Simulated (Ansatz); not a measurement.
Consider CdSe in the zinc blende structure (space group F-43m, No. 216).

```yaml
crystal:
  lattice:
    - [0.00000, 3.04091, 3.04091]
    - [3.04091, 0.00000, 3.04091]
    - [3.04091, 3.04091, 0.00000]
  atoms:
    - { symbol: Se, position: [0.75000, 0.75000, 0.75000] }
    - { symbol: Cd, position: [0.00000, 0.00000, 0.00000] }
```

Cartesian axes are those of the cell as printed.

Computed with PBEsol/PAW in Ansatz (a quantum-chemistry and plane-wave program), scalar-relativistic without spin-orbit coupling.

Strains are applied to the cell and any free atomic positions relax; under biaxial strain the out-of-plane vector relaxes too.

One change was made to it. Results:

The band gap decreases by 0.07 eV (0.48 eV → 0.41 eV); the energy rises by 5.8 meV/atom.

Which change produced these results?
A. uniaxial strain ε_zz = +1.55 %
B. isotropic strain −0.30 %
C. isotropic strain +1.21 %
D. biaxial strain −3.74 %, plane normal [111], relaxed out of plane

C, isotropic strain +1.21 %. For comparison, the energy relative to the base in the other runs: biaxial strain −3.74 %, plane normal [111], relaxed out of plane gives +21 meV/atom; isotropic strain −0.30 % gives +0.4 meV/atom; uniaxial strain ε_zz = +1.55 % gives +1.3 meV/atom.

Stability against distortions was not tested.
